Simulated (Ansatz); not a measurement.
A self-consistent single point of CdO (Fm-3m, 2 atoms in the cell) with Ansatz (a program for electronic structure)

Level of theory: PBE (plane waves, PAW; Ansatz).

The input file:

Ansatz 0.2 input:
```yaml
# CdO
crystal:
  lattice:
    - [0.00000000, 2.34801000, 2.34801000]
    - [2.34801000, 0.00000000, 2.34801000]
    - [2.34801000, 2.34801000, 0.00000000]
  atoms:
    - { symbol: Cd, position: [0.00000000, 0.00000000, 0.00000000] }
    - { symbol: O, position: [0.50000000, 0.50000000, 0.50000000] }
kpoints:
  mp_grid: { grid: [10, 10, 10] }
hamiltonian:
  xc: pbe
  pseudopotentials: { kind: paw }
scf:
  occupations: { method: gaussian, width: 0.0073 Ry }
output:
  forces: true
  eigenvalues: true
  stress: true
```

Output, abridged:

```
WARN basis.ecutwfc = 420 eV, the default
WARN ansatz: RAYON_NUM_THREADS=1 ignored (pool sized by the plan → 1); use --threads N
Pseudopotentials: kind: paw
Pseudopotential: Cd, paw, valence charge 20
Pseudopotential: O, paw, valence charge 6
Crystal: 2 atoms, lattice volume = 25.890 Å³
Basis set: ecut = 420 eV, 531 PW (Γ), exchange–correlation on 48×48×48 points (8 copies of the dense FFT grid, shifted against one another)
Bands: 17, of which v1, the nominal top of the filled ones, is band 13 counted from 1 (12 counted from 0)
Symmetry: 48 space group operations
Space group: Fm-3m (ITA 225), of the structure as read, at distance tolerance 3.0e-5 Å
k-points: 47 of 1000
Initial density: superposition of atomic densities (neutral atoms: chi_scale 0, normalization atom), corrected by the library's trained network
Initial wavefunctions: pseudopotential atomic-orbital guess
Eigensolver: davidson
Functional: x = pbe(κ = 0.804, μ = 0.2195149727645171), c = pbe(β = 0.06672455060314922)
SCF iter   1: F=—  HF=-8821.417716 eV  |F-HF|=—  |Δ(HF+E_count)|=         —  Δρ=1.09e-3  dr2=1.66e-4  ethr=1.77e-3  ⟨swp⟩=4.8  Hψ=3439  notcnv=0
all-band conjugate gradients solve this SCF's bands
preconditioner: auto → none
SCF iter   2: F=—  HF=-8821.418075 eV  |F-HF|=—  |Δ(HF+E_count)|=   3.59e-4  Δρ=3.68e-4  dr2=1.06e-5  ethr=6.38e-7  ⟨swp⟩=2.7  Hψ=1772  notcnv=0
SCF iter   3: F=—  HF=-8821.418122 eV  |F-HF|=—  |Δ(HF+E_count)|=   4.71e-5  Δρ=1.72e-4  dr2=2.11e-6  ethr=4.07e-8  ⟨swp⟩=2.0  Hψ=1250  notcnv=0
iter 4 did not close the SCF: its close was put off for the readings that it lacked (scf_convergence_deferred on its scf_iter line)
SCF iter   4: F=-8821.418131 eV  HF=-8821.418131 eV  |F-HF|=6.65e-8  |Δ(HF+E_count)|=   9.11e-6  Δρ=1.90e-5  dr2=4.03e-8  ethr=8.10e-9  ⟨swp⟩=2.0  Hψ=1223  notcnv=0
iter 5 did not close the SCF: its close was put off for the readings that it lacked (scf_convergence_deferred on its scf_iter line)
SCF iter   5: F=-8821.418131 eV  HF=-8821.418131 eV  |F-HF|=1.39e-9  |Δ(HF+E_count)|=   8.06e-8  Δρ=2.63e-6  dr2=7.08e-10  ethr=1.55e-10  ⟨swp⟩=2.0  Hψ=1223  notcnv=0
SCF iter   6: F=-8821.418131 eV  HF=-8821.418131 eV  |F-HF|=5.46e-12  |Δ(HF+E_count)|=   1.50e-9  Δρ=3.35e-7  dr2=2.30e-11  ethr=2.72e-12  ⟨swp⟩=1.0  Hψ=2152  notcnv=0
the last iteration of the SCF fills more bands at one k-point than at another …
SCF 1 converged in 6 iterations: F = -8821.418131 eV  dr2 = 2.30e-11
SCF converged after 6 iterations
Free energy (F): -8821.418131 eV
Harris-Foulkes:  -8821.418131 eV  (|F-HF|=5.46e-12)
Internal energy: -8821.417813 eV  (E = F + TS)
E sigma→0 (E₀):  -8821.417972 eV
Entropy (-TS):   -0.000318 eV (-0.159 meV/atom)
Fermi energy:    12.841833 eV
--- Per-component energies (eV) ---
  E_band       = -350.964688
  E_kinetic    = 680.185448
  E_local      = -3031.811697  (includes V_loc(G=0)·N_el)
  E_nonlocal   = 83.891415
  E_hartree    = 1405.634153
  E_xc         = -250.386531
  E_vxc        = -315.675294  (∫ρ·V_xc dr)
  E_paw        = -4243.134983  (= ΣΔE_a)
  E_vpaw       = -578.825113  (= ΣTr[D̂ρ^β])
  E_aug_tail   = 0.002386  (compensation charges beyond the density's cutoff)
  E_ewald      = -3465.798004
  E_smearing   = -0.000318  (= −TS)
  E_closure    = -0.000000  (closes the sum)
  Σ components = -8821.418131   (vs F -8821.418131, Δ=0.00e0)
--- Forces (eV/Å), atoms counted from 1 ---
  atom   1  Cd    -0.00000000     0.00000000    -0.00000000
  atom   2  O      0.00000000     0.00000000     0.00000000
  max |Σ_I F_I| component: 2.09e-29 eV/Å
--- Stress (GPa, compression-positive) ---
        6.379391      -0.000000       0.000000
       -0.000000       6.379391       0.000000
        0.000000       0.000000       6.379391
  P = ⅓ Tr σ = 6.3794 GPa (63.794 kbar)
  The stress holds the Pulay correction. Without it, at fixed plane waves, as pw.x and ABINIT print it: P = 5.8587 GPa
--- Band table (eV; the first three rows and the last of 47) ---
  k-point 0: bands = ["-87.6716", "-48.7627", "-48.7627", "-48.7627", "-4.6384", "6.0300", "6.0300", "6.0300", "6.3358", "6.3358", "11.3654", "11.3654", "11.3654", "12.3298", "27.2536", "29.7869", "29.7869"]
  k-point 1: bands = ["-87.6715", "-48.7643", "-48.7630", "-48.7630", "-4.5693", "5.9890", "6.0464", "6.0464", "6.2677", "6.2677", "10.4982", "11.5070", "11.5070", "13.3460", "26.2189", "28.9300", "28.9300"]
  k-point 2: bands = ["-87.6713", "-48.7685", "-48.7636", "-48.7636", "-4.3822", "5.8338", "5.9286", "5.9286", "6.2722", "6.2722", "9.5872", "11.8619", "11.8619", "14.7209", "24.0156", "27.3815", "27.3815"]
  k-point 46: bands = ["-87.6703", "-48.7754", "-48.7726", "-48.7695", "-3.9004", "5.7716", "5.9057", "6.0666", "6.7242", "6.9342", "9.4294", "9.9935", "10.8321", "18.4920", "21.4545", "21.9808", "23.8209"]
```

The run converged in 6 iterations.

The starting cell comes from a database of computed structures (which also holds hypothetical and non-ambient phases and stackings), without a prior relaxation at this level. Its lattice was rescaled by a random factor within 2.5 % of one. With a pressure of about 6 GPa the cell is away from its equilibrium volume at this level. Ansatz's pressure includes its estimate of the finite-basis (Pulay) stress. Without the estimate this run gives 5.86 GPa. The run gives no clean gap (levels at the Fermi energy touch, overlap or are partly filled at this smearing), which alone does not show that the compound is a metal.
